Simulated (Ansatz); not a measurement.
Start from MgO in the rock salt structure (space group Fm-3m, No. 225; a = 4.214 Å). Axes: x, y, z lie along the cube axes.

Perturbation: tensor shear ε_xy = −0.57 % (engineering shear γ = -0.0114), atoms relaxed at fixed cell.

Levels (all Ansatz, an electronic-structure program, PAW): PBEsol (420 eV, scalar-relativistic without spin-orbit coupling); r2SCAN (500 eV, without spin-orbit coupling); HSE06 (420 eV, spin-orbit coupling left out).

One geometry, relaxed with PBEsol, under each level:

| level | band gap | lowest conduction level above the VBM at special points | pressure |
|---|---|---|---|
| PBEsol | 4.58 eV | Γ 4.58 eV; R 7.66 eV; S 7.74 eV; X 8.89 eV | 0.01 GPa |
| r2SCAN | 5.57 eV | Γ 5.57 eV; R 8.73 eV; S 8.81 eV; X 9.98 eV | -1.13 GPa |
| HSE06 | ? | ? | – |

Problem. Give the withheld HSE06 results.

Solution. 
- HSE06, band gap: 6.42 eV
- HSE06, lowest conduction level above the VBM at special points: Γ 6.42 eV; R 9.61 eV; S 9.69 eV

Single points use the geometry relaxed with PBEsol. Their cutoffs differ, which shifts pressures a little. The cells carry an imposed strain or load. No phonon test of stability was made. k-point labels follow each cell's own Brillouin zone.
